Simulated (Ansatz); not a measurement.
The starting structures come from a database of crystals and need not be the phases stable at ambient conditions.

 Where the default PAW files enter, the runs use the earlier of Ansatz's two default sets.

Tunnelling through a barrier is set by its complex band structure: the current falls as exp(−2κd) with the smallest κ.

Given:

```yaml
crystal:
  lattice:
    - [3.84059, 0.00000, 0.00000]
    - [1.92030, 6.12887, 0.00000]
    - [0.00000, 2.01185, 6.23506]
  atoms:
    - { symbol: Nb, position: [0.10478, 0.79044, 0.23802] }
    - { symbol: Nb, position: [0.89522, 0.20956, 0.76198] }
    - { symbol: Co, position: [0.79592, 0.40816, 0.17190] }
    - { symbol: Co, position: [0.20408, 0.59184, 0.82810] }
    - { symbol: O, position: [0.94298, 0.11404, 0.13622] }
    - { symbol: O, position: [0.05702, 0.88596, 0.86378] }
    - { symbol: O, position: [0.73721, 0.52558, 0.86274] }
    - { symbol: O, position: [0.26279, 0.47442, 0.13726] }
    - { symbol: O, position: [0.14163, 0.71674, 0.52762] }
    - { symbol: O, position: [0.85837, 0.28326, 0.47238] }
    - { symbol: O, position: [0.64407, 0.71186, 0.20163] }
    - { symbol: O, position: [0.35593, 0.28814, 0.79837] }
```

Space group of this cell: C2/m. The cell is taken as given; by r2SCAN its mean pressure is -9.0 GPa.

Transport runs along the normal of the first two printed cell vectors.

No gap correction and no spin-orbit coupling; mid-gap values are interpolated between computed energies.

Problem. Give the band gap and the smallest decay constant κ at mid-gap that r2SCAN run with Ansatz (a program for electronic structure) yields.

Solution. Gap 1.11 eV on a 8×8×6 mesh; κ = 0.426 1/Å, at (0.000, 0.500) of the in-plane reciprocal vectors. At the zone centre, at the nearest computed energy, the slowest state has κ = 0.45 1/Å.
